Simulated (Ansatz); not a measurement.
# BAs (model structure, P6₂22, No. 180, 6 atoms in the cell): properties by level of theory

```csv
level (code),lattice parameter a (Å),lattice parameter c (Å),bulk modulus B0 (GPa),cohesive energy (eV/atom),band gap (eV)
LDA (Ansatz),___,7.351,154,5.19,0.32
PBEsol (Ansatz),3.429,___,148,4.67,0.31
r²SCAN (Ansatz),3.447,7.460,___,___,0.67
```

Question: Some entries are withheld; supply them.

Answer: 
- LDA (Ansatz, a program for electronic structure), lattice parameter a (Å): 3.405
- PBEsol (Ansatz), lattice parameter c (Å): 7.403
- r²SCAN (Ansatz), bulk modulus B0 (GPa): 144
- r²SCAN (Ansatz), cohesive energy (eV/atom): 4.14

Computed values are for a static lattice. Spin–orbit coupling is included only where a level's name says +SOC; with heavier elements it mostly lowers gaps and can invert bands.  Each level is taken at its own relaxed cell. Cutoffs differ between the levels. Ansatz's density-functional and Hartree–Fock values are scalar-relativistic unless marked +SOC, with PAW data made under PBE.

Caveats: the bulk modulus is −V dP/dV from two relaxed cells at ±2 % in volume (LDA, PBEsol, r²SCAN). Ansatz's density-functional and Hartree–Fock values are scalar-relativistic unless marked +SOC, with PAW data made under PBE.

Free atoms are spin-polarised, in the lowest state found; at levels without +SOC their spin–orbit coupling is left out.

Computed values are for the static lattice.

A model structure was made by putting elements into a prototype or built by hand; it is no filed structure, need not be a known phase, and can be a saddle point held by its symmetry.
